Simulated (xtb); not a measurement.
xtb 6.7.1, GFN1-xTB: Ga(H)(Cl)(NMe2) (C[N](C)[GaH][Cl]), 12 atoms. The geometry is a generated start, not checked to be a minimum at this level.

```
Quantity                                                                                                        Value
------------------------  -------------------------------------------------------------------------------------------
method                                                                                                       GFN1-xTB
--acc                                                                                                     1 (default)
--etemp (K)                                                                                             300 (default)
detailed input (--input)  none: ANC optimiser, Lindh (1995) Hessian, microcycle=20, maxdispl=1.0, hlow=0.01 (default)
basis functions                                                                                                    46
valence electrons                                                                                                  30
```

```xyz
12

Ga     1.0261    -1.4598     0.5428
H      0.5416    -2.0668     1.8841
Cl     2.6336    -2.1848    -0.5513
N     -0.0086    -0.0403    -0.0080
C      0.2041     0.7332    -1.2160
C     -1.0872     0.4623     0.8233
H     -0.6952     0.7368    -1.8459
H      0.4638     1.7750    -0.9841
H      1.0264     0.2871    -1.7861
H     -0.8990     1.4951     1.1353
H     -2.0423     0.4295     0.2894
H     -1.1632    -0.1673     1.7165
```

The structure is relaxed from this start with --opt LEVEL for the levels crude, sloppy, loose, lax, normal, tight, vtight, extreme, once each. Up to the end of the extreme run atoms move by at most 0.15 Å along an axis.

Task: Choose the cheapest level whose final energy lies within 1 meV of that of extreme.

Result: normal: 13 cycles against 21, ending 0.37 meV above.

| level | cycles | energy above the extreme run (meV) | gradient norm (eV/Å) |
|---|---|---|---|
| crude | 3 | 6.7 | 0.19 |
| sloppy | 4 | 4.0 | 0.10 |
| loose | 5 | 2.8 | 0.096 |
| lax | 6 | 2.5 | 0.041 |
| normal | 13 | 0.37 | 0.047 |
| tight | 17 | 0.030 | 0.0088 |
| vtight | 21 | under 0.01 | 0.00086 |
| extreme | 21 | — | 0.00086 |
